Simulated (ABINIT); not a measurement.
# Convergence study of the plane-wave cutoff for Nb (Im-3m, 1 atom in the cell)

```yaml
crystal:
  lattice:
    - [-1.65825, 1.65825, 1.65825]
    - [1.65825, -1.65825, 1.65825]
    - [1.65825, 1.65825, -1.65825]
  atoms:
    - { symbol: Nb, position: [0.00000, 0.00000, 0.00000] }
```

Level of theory: PBE, PAW (JTH v2.0 PBE PAW) (plane waves; ABINIT).

Base settings: pseudos = [Nb.GGA_PBE-JTH.xml]; ecut = 544 eV; pawecutdg = 1088 eV; pawxcdev = 0; occopt = 3; tsmear = 0.1 eV; ngkpt = 5 5 5; nshiftk = 1; shiftk = 0 0 0; potentials = JTH v2.0 PBE PAW.

Moved along: pawecutdg.

The second cell is the first with its lattice scaled by 0.98.

The mesh stays at the base's, so the ladder's end is converged at best in this setting alone.

Only quantities that move along the ladder and can be compared are tabulated.

The count of work is k-points × plane waves × bands × iterations; it is no time. 

The starting cell has typed, rounded lattice constants, without a prior relaxation at this level. Its lattice was rescaled by up to half a per cent. Spin polarisation is off. Without a gap this mesh is coarse (it stands for a supercell whose shortest vector is 14 Å).

```tsv
ecut	free energy less the last step's (meV/atom)	energy of the compressed cell less the first (meV/atom)	pressure (GPa)	count of work / last
190 eV	835.25	39.03	-38.53	0.051
218 eV	415.50	25.65	-6.84	0.064
245 eV	371.39	22.06	-2.91	0.085
272 eV	334.74	23.50	-4.96	0.087
299 eV	259.05	30.49	-6.78	0.12
327 eV	174.11	25.10	-6.82	0.11
381 eV	61.49	24.79	-4.05	0.14
435 eV	29.21	24.82	-1.94	0.20
490 eV	25.49	24.52	-1.62	0.23
544 eV	20.09	24.39	-1.95	0.27
599 eV	12.34	23.90	-2.03	0.31
653 eV	6.83	23.81	-1.85	0.36
735 eV	4.01	23.97	-1.60	0.43
816 eV	3.44	23.93	-1.62	0.50
952 eV	1.41	23.98	-1.63	0.62
1088 eV	0.57	23.99	-1.57	0.76
1306 eV	0.00	24.00	-1.58	1.0
```

Coarsest ecut that holds the free energy within 5 meV/atom of the last step, with all finer ones: 735 eV, at 0.43 of the last step's count of work; the step before is off by 6.8 meV/atom.

Coarsest ecut that holds the pressure within 1 GPa of the last step, with all finer ones: 435 eV, at 0.20 of the last step's count of work; the step before is off by 2.5 GPa.

Coarsest ecut that holds the energy of the compressed cell less the first within 1 meV/atom of the last step, with all finer ones: 381 eV, at 0.14 of the last step's count of work; the step before is off by 1.1 meV/atom.

The energy difference between the two cells stays within 1 meV/atom of the last step's from 381 eV on, the total only from 1088 eV on: much of the error is common to both cells and cancels.

At the lowest cutoff the pressure lies 36.9 GPa under the last step's, the usual sign of Pulay stress in an incomplete plane-wave basis.
